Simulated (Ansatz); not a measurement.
**Cs2AgBiBr6, pressure series**

The parent structure is Cs$_{2}$AgBiBr$_{6}$ (space group Fm-3m, No. 225; a = 11.187 Å).

Cell and atoms are relaxed at each pressure.

The values are results of PBEsol in Ansatz (plane waves to 420 eV, PAW, no spin-orbit coupling), not measurements.

Candidates:
(a) pressure −1 GPa
(b) pressure 0.3 GPa
(c) pressure 1.5 GPa
(d) pressure 3 GPa
(e) pressure 5 GPa

For the base:

```
Item       Result
--------  -------
Band gap  1.10 eV
```

### Question
Order them by band gap, highest first.

### Answer
(a) pressure −1 GPa (1.17 eV), (b) pressure 0.3 GPa (1.08 eV), (c) pressure 1.5 GPa (1.01 eV), (d) pressure 3 GPa (0.94 eV), (e) pressure 5 GPa (0.86 eV)

With Bi present, leaving out spin-orbit coupling can change the band edges. Load acts through the strain it causes; cell and atoms are relaxed under it. Whether these cells are dynamically stable was not tested. Competing high-pressure phases were not computed.

Ansatz is a quantum-chemistry and plane-wave program.
